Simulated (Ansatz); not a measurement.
**Convergence study of the SCF threshold for WSe2 (P3m1, 6 atoms in the cell)**

```
CELL_PARAMETERS angstrom
      1.64820    -2.85477     0.00000
      1.64820     2.85477     0.00000
      0.00000     0.00000    13.02480
ATOMIC_POSITIONS crystal
  W  0.33333 0.66667 0.25384
  W  0.66667 0.33333 0.75000
  Se 0.33333 0.66667 0.87900
  Se 0.66667 0.33333 0.37900
  Se 0.66667 0.33333 0.12100
  Se 0.33333 0.66667 0.62100
```

Level of theory: PBEsol, PAW files made with PBE (plane waves; Ansatz, a quantum-chemistry and plane-wave program).

Base settings: basis.ecutwfc = 420 eV; kpoints.mp_grid.grid = 9 9 2; hamiltonian.xc = pbesol; hamiltonian.pseudopotentials = {kind: paw} (the program's default PAW files); scf.occupations.method = fermi_dirac; scf.occupations.width = 0.05 eV.

The mesh stays at the base's, so the ladder's end is converged at best in this setting alone.

Only quantities that move along the ladder and can be compared are tabulated.

The count of work is k-points × plane waves × bands × iterations; it is no time. 

The starting cell has typed, rounded lattice constants, without a prior relaxation at this level. Its lattice was rescaled by up to half a per cent. One atom was moved a little off its site on purpose. In the base run, forces exceed 1 eV/Å.

| scf.convergence.dr2_threshold | largest difference of a force vector from the last step's (eV/Å) | count of work / last |
|---|---|---|
| 0.1 eV | 0.018 | 0.24 |
| 0.01 eV | 0.012 | 0.29 |
| 0.001 eV | 0.006 | 0.35 |
| 0.0001 eV | 0.001 | 0.47 |
| 1e-05 eV | 0.001 | 0.47 |
| 1e-06 eV | 0.000 | 0.59 |
| 1e-07 eV | 0.000 | 0.65 |
| 1e-08 eV | 0.000 | 0.71 |
| 1e-10 eV | 0.000 | 0.88 |
| 1e-12 eV | 0.000 | 1.0 |

Coarsest scf.convergence.dr2_threshold that holds the forces within 0.005 eV/Å of the last step, with all finer ones: 0.0001 eV; the step before is off by 0.006 eV/Å.

Keys are those of Ansatz 0.2.
